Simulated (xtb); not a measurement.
xtb 6.7.1, GFN1-xTB: Nb(NMe)(OSiH3)3 (C[N]=[Nb]([O][SiH3])([O][SiH3])[O][SiH3]), 21 atoms. The geometry is a generated start, not checked to be a minimum at this level.

```yaml
method: GFN1-xTB
"--acc": 1 (default)
"--etemp (K)": 300 (default)
detailed input (--input): "none: ANC optimiser, Lindh (1995) Hessian, microcycle=20, maxdispl=1.0, hlow=0.01 (default)"
basis_functions: 84
valence_electrons: 56
```

```xyz
21

Nb     0.1084     0.2084     0.0600
N     -1.1155    -1.0799     0.0594
C     -2.1005    -2.1019     0.0714
H     -2.4438    -2.3136    -0.9494
H     -1.6861    -3.0228     0.5018
H     -2.9620    -1.7886     0.6750
O     -0.7423     1.7591    -0.6376
Si    -1.6076     2.8440    -1.4675
H     -0.6731     3.5526    -2.3569
H     -2.1955     3.7528    -0.4736
H     -2.6277     2.1084    -2.2325
O      0.6601     0.4052     1.8738
Si     1.0283     0.1763     3.4322
H      0.0375     0.9183     4.2245
H      2.3840     0.7136     3.6299
H      0.9753    -1.2731     3.6875
O      1.5123    -0.3885    -1.0697
Si     2.6348    -1.0008    -2.0598
H      3.9440    -0.5887    -1.5282
H      2.3871    -0.4176    -3.3880
H      2.4822    -2.4633    -2.0522
```

Charge 0 and multiplicity 1 are set for this test and not shown to be the ground state.

The structure is relaxed from this start with --opt LEVEL for the levels crude, sloppy, loose, lax, normal, tight, vtight, extreme, once each. Up to the end of the extreme run atoms move by at most 2.6 Å along an axis.

Task: What is the loosest level that ends within 1 meV of the extreme run, and how many cycles does it take?

Result: tight: 176 cycles against 220, ending 0.39 meV above.

```tsv
level	cycles	energy above the extreme run (meV)	gradient norm (eV/Å)
crude	3	230	0.32
sloppy	4	230	0.13
loose	4	230	0.13
lax	6	230	0.12
normal	68	64	0.015
tight	176	0.39	0.024
vtight	202	0.042	0.0025
extreme	220	—	0.0015
```
